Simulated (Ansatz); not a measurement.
Take Mg2Sn (space group Fm-3m, No. 225; relaxed with 0.1 eV smearing) as the base.

```xyz
3
Lattice="0.0000 3.3319 3.3319 3.3319 0.0000 3.3319 3.3319 3.3319 0.0000" Properties=species:S:1:pos:R:3 pbc="T T T"
Mg     1.6660     1.6660     1.6660
Mg     4.9979     4.9979     4.9979
Sn     0.0000     0.0000     0.0000
```

Cartesian axes are those of the cell as printed.

The values are results of LDA in Ansatz (plane waves to 420 eV, PAW, no spin-orbit coupling), not measurements.

One thing is altered: the cell is compressed by 2.00 % along z with no lateral relaxation; the atoms relax in the strained cell.

Task: Predict the stress tensor and what it implies for the stiffness.

Result: Stress of the strained cell less that of the base (GPa, compression positive):
```
    0.6     0.0     0.0
    0.0     0.6     0.0
    0.0     0.0     1.7
```

Then −Δσ_ii/ε with ε = -0.0200 gives secant stiffness values (nonlinear terms included at this strain): C33 ≈ 84 GPa, C13 ≈ 32 GPa and C23 ≈ 32 GPa.

No phonon test of stability was made.

Ansatz is an electronic-structure program.
